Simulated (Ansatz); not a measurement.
**Several settings converged on CaC₂ (Cm, 6 atoms in the cell)**

```xyz
6
Lattice="3.5896 -1.9210 0.0000 3.5896 1.9210 0.0000 -2.1707 0.0000 7.1142" Properties=species:S:1:pos:R:3 pbc="T T T"
Ca     4.0891     0.0000     5.4106
Ca     0.9194     0.0000     1.7536
C     -0.6562     0.0000     4.0146
C      5.6648     0.0000     3.0996
C      3.1176     0.0000     0.4144
C      1.8910     0.0000     6.6998
```

Base method: PBEsol, default PAW files made with PBE (plane waves; Ansatz, a first-principles code).

Base settings: basis.ecutwfc = 420 eV; kpoints.mp_grid.grid = 6 6 3; hamiltonian.xc = pbesol; hamiltonian.pseudopotentials = {kind: paw} (the program's default PAW files); scf.occupations.method = fixed.

The count of work is k-points × plane waves × bands × iterations; it is no time. Core times come from one kind of shared machine, to one figure; runs under 30 s give none.

**The cutoff for other potential files**

Level: DFT, PBEsol, plane waves, harder PAW files (source: ansatz) made with PBE.

In this ladder: hamiltonian.pseudopotentials = {kind: paw, source: ansatz}.

The second cell is the first with its lattice scaled by 0.98.

The mesh stays at the base's, so the ladder's end is converged at best in this setting alone.

The first pressure column holds Ansatz's estimate of the finite-basis (Pulay) stress, which hides part of the cutoff error; the other is without it.

Only quantities that move along the ladder and can be compared are tabulated.

| basis.ecutwfc | free energy less the last step's (meV/atom) | energy of the compressed cell less the first (meV/atom) | pressure (GPa) | pressure without the Pulay estimate (GPa) | largest difference of a force vector from the last step's (eV/Å) | count of work / last |
|---|---|---|---|---|---|---|
| 370 eV | 291.44 | 13.70 | -0.62 | -11.69 | 0.836 | 0.11 |
| 450 eV | 83.97 | 5.94 | -1.93 | -5.81 | 0.125 | 0.14 |
| 575 eV | 9.74 | 4.57 | -2.10 | -2.80 | 0.003 | 0.21 |
| 695 eV | 0.95 | 4.56 | -2.10 | -2.16 | 0.002 | 0.27 |
| 820 eV | 0.47 | 4.55 | -2.10 | -2.10 | 0.001 | 0.35 |
| 985 eV | 0.25 | 4.54 | -2.10 | -2.11 | 0.000 | 0.46 |
| 1230 eV | 0.04 | 4.54 | -2.10 | -2.10 | 0.000 | 0.65 |
| 1640 eV | 0.00 | 4.54 | -2.10 | -2.10 | 0.000 | 1.0 |

Coarsest basis.ecutwfc that holds the energy of the compressed cell less the first within 0.5 meV/atom of the last step, with all finer ones: 575 eV, at 0.21 of the last step's count of work; the step before is off by 1.4 meV/atom.

Coarsest basis.ecutwfc that holds the pressure within 0.2 GPa of the last step, with all finer ones: 450 eV, at 0.14 of the last step's count of work; the step before is off by 1.5 GPa.

Coarsest basis.ecutwfc that holds the free energy within 2 meV/atom of the last step, with all finer ones: 695 eV, at 0.27 of the last step's count of work; the step before is off by 9.7 meV/atom.

The energy difference between the two cells stays within 1 meV/atom of the last step's from 575 eV on, the total only from 695 eV on: much of the error is common to both cells and cancels.

At the lowest cutoff the pressure without the Pulay estimate lies 9.6 GPa under the last step's, the usual sign of Pulay stress in an incomplete plane-wave basis.

**The density cutoff**

The mesh stays at the base's, so the ladder's end is converged at best in this setting alone.

Only quantities that move along the ladder and can be compared are tabulated.

```tsv
basis.ecutrho_ratio	free energy less the last step's (meV/atom)
2	-1.08
3	0.00
4	0.00
5	0.00
6	0.00
8	0.00
10	0.00
12	0.00
16	0.00
```

Coarsest basis.ecutrho_ratio that holds the free energy within 0.5 meV/atom of the last step, with all finer ones: 3; the step before is off by 1.1 meV/atom.

**The relaxed cell against the cutoff**

On CaC2 (C2/m, 6 atoms in the cell): atoms on their sites.

In this ladder: relax = cell and atoms.

The mesh stays at the base's, so the ladder's end is converged at best in this setting alone.

Only quantities that move along the ladder and can be compared are tabulated.

| basis.ecutwfc | relaxed volume (Å³/atom) | relaxation steps | core time / last (rough) |
|---|---|---|---|
| 210 eV | 16.268 | 31 | 1 |
| 250 eV | 15.677 | 17 | 0.6 |
| 295 eV | 15.639 | 14 | 0.5 |
| 355 eV | 15.656 | 8 | – |
| 420 eV | 15.635 | 7 | – |
| 505 eV | 15.644 | 5 | – |
| 630 eV | 15.644 | 5 | 0.8 |
| 840 eV | 15.644 | 5 | 1 |

Coarsest basis.ecutwfc that holds the relaxed volume within 0.031 Å³/atom of the last step, with all finer ones: 295 eV; the step before is off by 0.034 Å³/atom.

At the lowest cutoff the cell relaxes to a volume 4.0 % larger than at the highest. Ansatz relaxes on a stress corrected for the finite basis.

On the base run: the starting cell comes from a database of computed structures (which also holds hypothetical and non-ambient phases and stackings), without a prior relaxation at this level. Its lattice was rescaled by up to half a per cent. One atom was moved a little off its site on purpose.

Keys are those of Ansatz 0.2.
